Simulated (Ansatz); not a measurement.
## Point defect O on the Si site in silicon

The numbers are results of PBE, PAW (plane waves to 420 eV; Ansatz, an electronic-structure program), not measurements. Cell: 64 sites, 2×2×2; final energies on a 2×2×2 shifted mesh. Site at the start: the Si site. Finite-size correction: monopole term and site-potential alignment. Dielectric constants: PBE linear response of the host. Host gap at this level: 0.61 eV. A cell of this size leaves errors of a few tenths of an eV. The semilocal functional narrows the gap, so deep levels can fall outside it. Spin–orbit coupling is left out. Each state is the lowest found from its start.

Formation energies E_f are given with the Fermi level at the valence-band maximum. Chemical conditions: impurity bounded by its compound with the host (Δμ(Si) = 0.00 eV, Δμ(O) = -4.17 eV, bounded by alpha cristobalite; only phases computed here count, gases as isolated molecules at 0 K). Reference phases: O: O2 molecule in a box, Si: silicon.

```
charge         moment (μB)  point group  largest move off a lattice site (Å)  image correction with alignment (eV)  E_f, impurity bounded by its compound with the host (eV)
------  ------------------  -----------  -----------------------------------  ------------------------------------  --------------------------------------------------------
+2†     not spin-polarised            –                                 0.76                                  0.22                                                         –
+1†               quenched            –                                 0.80                                  0.00                                                         –
0       not spin-polarised          C2v                                 1.00                                  0.00                                                      3.77
−1†               quenched            –                                 1.10                                  0.23                                                         –
```

† Not settled in this cell, so no level is given: charge +2: level within 0.1 eV of a band edge or past it; charge +1: a level filled in part, level within 0.1 eV of a band edge or past it; charge −1: a level filled in part, carriers not clearly localised.

Point groups are those of the whole cell at tolerances of 0.03 and 0.1 Å ("near" where only the looser one holds); none is given for unsettled states.

Starting moments that weren't kept: charge +1 began with 1 μB and ended with 0.0; charge −1 began with 1 μB and ended with 0.0.

Flagged in the runs: a strain field that reaches the edge of the cell.

All states together cost roughly 40 core-minutes.
